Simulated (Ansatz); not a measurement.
The reference is NiGe (space group Pnma, No. 62; a = 5.407 Å, b = 3.473 Å, c = 5.847 Å; non-magnetic). Axes: x, y, z lie along a, b, c of the conventional cell.

The values are results of PBE in Ansatz (plane waves to 420 eV, PAW, without spin-orbit coupling), not measurements.

Before the change:

```
Quantity                         Value
-----------------------------  -------
Shortest interatomic distance  2.354 Å
Pressure                       0.0 GPa
```

Modification: tensile biaxial strain of 2.41 % in the plane normal to [001], as in epitaxy on a mismatched substrate; the out-of-plane cell vector and the atoms relax.

Predict the new shortest interatomic distance.

The shortest interatomic distance increases by 0.015 Å, from 2.354 Å to 2.369 Å.

Estimate the effect on the pressure.

The pressure (mean of the normal stresses, compression positive) goes from zero to -2.9 GPa.

Without a gap, meshes like the base's 9×13×8 leave anisotropic stresses uncertain by several tenths of a GPa, and small strain energies with them. No phonon test of stability was made. Starting moments died away, wholly or in part, for the base; another magnetic solution may exist. The final runs are not spin-polarised.

Ansatz is an electronic-structure program.
